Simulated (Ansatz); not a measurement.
Consider the following.

```xyz
2
Lattice="0.0000 2.8730 2.8730 2.8730 0.0000 2.8730 2.8730 2.8730 0.0000" Properties=species:S:1:pos:R:3 pbc="T T T"
Zn     0.0000     0.0000     0.0000
Se     1.4365     1.4365     1.4365
```

No spin polarisation.

Calculations: Ansatz (a first-principles code) PBEsol, without spin-orbit coupling. k-mesh 10×10×10 (Γ-centred); smearing 0.05 eV (Fermi–Dirac).

Problem. What is the computed width of the top valence band?

Solution. 2.51 eV.

Problem. Estimate the band gap.

Solution. 1.01 eV.

The cells carry an imposed strain or load. No phonon test of stability was made. The cell was made from ZnSe in the zinc blende structure (space group F-43m, No. 216) by this change: isotropic strain +2.00 %.
